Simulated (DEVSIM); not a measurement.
Structure: illuminated GaAs p-on-n cell, one wavelength, at 250 K.

```
layer (left to right)  material  thickness (μm)  Nd (cm⁻³)  Na (cm⁻³)   τn (s)   τp (s)  absorption coefficient (cm⁻¹)
---------------------  --------  --------------  ---------  ---------  -------  -------  -----------------------------
1                          GaAs           0.150          -       9e17  3.3e-11  6.2e-10                          10000
2                          GaAs            2.70     2.9e16          -   2.2e-9   2.2e-9                          10000
```

Left contact: ohmic, minority electron recombination velocity 4000 cm/s. Right contact: ohmic, minority hole recombination velocity 10 cm/s. Voltage is applied to the left contact. Recombination: SRH at mid-gap, radiative, Auger. Light enters at the left, 1.7e18 photons cm⁻² s⁻¹, one pass, no reflection. Mobility is μmin + (μ − μmin)/(1 + (N/Nref)^α).

The device is made up for the run: typed textbook-type constants, with dimensions and the other settings drawn at random. Values at 300 K; Nc and Nv go as T^1.5, mobilities as T to minus their exponent, the gap by Varshni's rule with the affinity fixed.

| parameter | GaAs |
|---|---|
| gap (eV) | 1.424 |
| affinity (eV) | 4.07 |
| permittivity | 12.9 |
| Nc (cm⁻³) | 4.7e17 |
| Nv (cm⁻³) | 9e18 |
| μn (cm²/Vs) | 8500 |
| μp (cm²/Vs) | 400 |
| μn,min | 500 |
| μp,min | 20 |
| Nref,n | 6e16 |
| Nref,p | 1.5e17 |
| αn | 0.39 |
| αp | 0.38 |
| T exponent of μn | 2.1 |
| T exponent of μp | 2.2 |
| B (cm³/s) | 2e-10 |
| Cn (cm⁶/s) | 1e-30 |
| Cp (cm⁶/s) | 1e-30 |
| Varshni α (eV/K) | 0.000541 |
| Varshni β (K) | 204 |

Model (solved in DEVSIM): 1D drift-diffusion, Boltzmann statistics, complete ionisation; no tunnelling, impact ionisation, image-force lowering or self-heating.

Base results: dark forward voltage at 1 A/cm² (V) 1.143; largest field in the device at zero bias (V/cm) 100000; short-circuit current (mA/cm²) 198; fill factor 0.83.

Problem. What follows from this one change: temperature 250 → 350 K?

Solution. dark forward voltage at 1 A/cm² 1.143 → 0.949 V; largest field in the device at zero bias little changed (100000 V/cm); short-circuit current 198 → 186 mA/cm²; fill factor 0.83 → 0.78.

Problem. What follows from this one change: minority lifetime in layer 1 3.3e-11 → 9.9e-13 s?

Solution. dark forward voltage at 1 A/cm² 1.143 → 1.112 V; largest field in the device at zero bias little changed (100000 V/cm); short-circuit current 198 → 183 mA/cm²; fill factor little changed (0.84).

Problem. What follows from this one change: doping Nd of layer 2 2.9e+16 → 8.7e+15 cm^-3?

Solution. dark forward voltage at 1 A/cm² 1.143 → 1.119 V; largest field in the device at zero bias 100000 → 65000 V/cm; short-circuit current 198 → 215 mA/cm²; fill factor 0.83 → 0.81.
